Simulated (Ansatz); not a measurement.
An Ansatz (a first-principles code) run: MoS2 with a change (pressure 3 GPa); PBE-D3(BJ), PAW, 420 eV (Ansatz; no SOC), earlier PAW set.

Input:

Ansatz 0.2 input:
```yaml
crystal:
  lattice:
    - [1.5707057974, 0.9068474148, 5.8760466329]
    - [-1.5707057974, 0.9068474148, 5.8760466329]
    - [0, -1.81369483, 5.8760466328]
  atoms:
    - { symbol: Mo, position: [0.0000300638, 0.0000300638, 0.0000300638] }
    - { symbol: S, position: [0.7553362027, 0.7553362027, 0.7553362027] }
    - { symbol: S, position: [0.5779337334, 0.5779337334, 0.5779337334] }
basis: { ecutwfc: 420, ecutrho_ratio: 4, xc_grid: 2, fft_grid_basis: typed }
kpoints: { mp_grid: { grid: [12, 12, 12] } }
hamiltonian:
  xc: pbe
  dispersion: d3bj
  pseudopotentials: { azcp: { folder: ./paw }, kind: paw }
scf: { occupations: { method: fermi_dirac, width: 0.05 } }
relax: { f_tol: 0.01, max_steps: 60, cell: { stress_tol: 0.02, p_target: 3.0 } }
output: { forces: true, stress: true }
checkpoint: { write: state.ck, write_every: 1000 }
```

Output (explanatory and most iteration lines left out):

```
Relaxation: its limit of steps is 60 (relax.max_steps)
Pseudopotential: Mo, paw, valence charge 14
Pseudopotential: S, paw, valence charge 6
Crystal: 3 atoms, lattice volume = 50.219 Å³
Basis set: ecut = 420 eV, 985 PW (Γ), exchange–correlation on 90×90×90 points (8 copies of the dense FFT grid, shifted against one another)
Bands: 17, of which v1, the nominal top of the filled ones, is band 13 counted from 1 (12 counted from 0)
Symmetry: 6 space group operations
Space group: R3m (ITA 160), of the structure as read, at distance tolerance 3.7e-5 Å
k-points: 189 of 1728 (time reversal used)
Functional: x = pbe(κ = 0.804, μ = 0.2195149727645171), c = pbe(β = 0.06672455060314922)
SCF iter   1: F=—  HF=-6764.824946 eV  |F-HF|=—  |Δ(HF+E_count)|=         —  Δρ=6.17e-2  dr2=2.39e0  ethr=3.10e-3  ⟨swp⟩=6.2  Hψ=19513  notcnv=0
SCF iter   2: F=—  HF=-6764.169286 eV  |F-HF|=—  |Δ(HF+E_count)|=   6.56e-1  Δρ=2.65e-2  dr2=6.14e-1  ethr=3.10e-3  ⟨swp⟩=3.0  Hψ=8240  notcnv=0
SCF 1 converged in 8 iterations: F = -6764.078847 eV  dr2 = 2.13e-9
relax step   1: F+E_penalty+E_count = -6764.07884724 eV  Δ(F+E_penalty+E_count) = +0.000e0 eV  max|allowed force component| = 1.814e-4 eV/Å  Δτ_max = 0.0000 Å  P = +1.500 GPa  Ω = 50.219 Å³  (8 SCF iters, dr2 threshold 1.00e-7 eV, accepted)
[... steps on the carried basis left out ...]
relax step   6: F+E_penalty+E_count = -6764.06370208 eV  Δ(F+E_penalty+E_count) = +2.249e-4 eV  max|allowed force component| = 1.337e-3 eV/Å  Δτ_max = 0.0000 Å  P = +2.987 GPa  Ω = 49.126 Å³  stress off target by 1.51e-2 GPa  SCF on the basis re-selected at this cell (its energy is not comparable with the rows above)  (7 SCF iters)
SCF converged after 7 iterations
Free energy (F): -6764.063702 eV
Internal energy: -6764.063687 eV  (E = F + TS)
E sigma→0 (E₀):  -6764.063694 eV
Entropy (-TS):   -0.000016 eV (-0.005 meV/atom)
Fermi energy:    12.901090 eV
  E_disp       = -1.392099  (pairwise vdW)
--- Forces (eV/Å), atoms counted from 1 ---
  atom   1  Mo     0.00000000    -0.00000000     0.00012287
  atom   2  S     -0.00000000     0.00000000    -0.00133688
  atom   3  S      0.00000000    -0.00000000     0.00121402
--- Stress (GPa, compression-positive) ---
        2.984897       0.000000      -0.000000
        0.000000       2.984897      -0.000000
       -0.000000      -0.000000       2.991502
  P = ⅓ Tr σ = 2.9871 GPa (29.871 kbar)
--- Relaxed structure (5 steps of the walk, 4 accepted, 1 SCFs on fresh bases) ---
  cell:  # Å, volume = 49.1262 Å³
    - [1.5652632572239573, 0.903705162738831, 5.788261435440485]
    - [-1.5652632572239573, 0.903705162738831, 5.788261435440485]
    - [5.05123147447968e-40, -1.8074103259938157, 5.7882614353599]
  atoms:
    - { symbol: Mo, position: [4.299081255454223e-5, 4.299081255454223e-5, 4.299081255454224e-5] }
    - { symbol: S, position: [0.7566809707759683, 0.7566809707759683, 0.7566809707759682] }
    - { symbol: S, position: [0.5765760383114773, 0.5765760383114773, 0.5765760383114773] }
```

Load acts through the strain it causes; cell and atoms are relaxed under it. Stability against distortions was not tested. The cell was made from MoS2 in the 3R-MoS2 type structure (space group R3m, No. 160; layered, stacked along the Cartesian z axis) by this change: pressure 3 GPa.
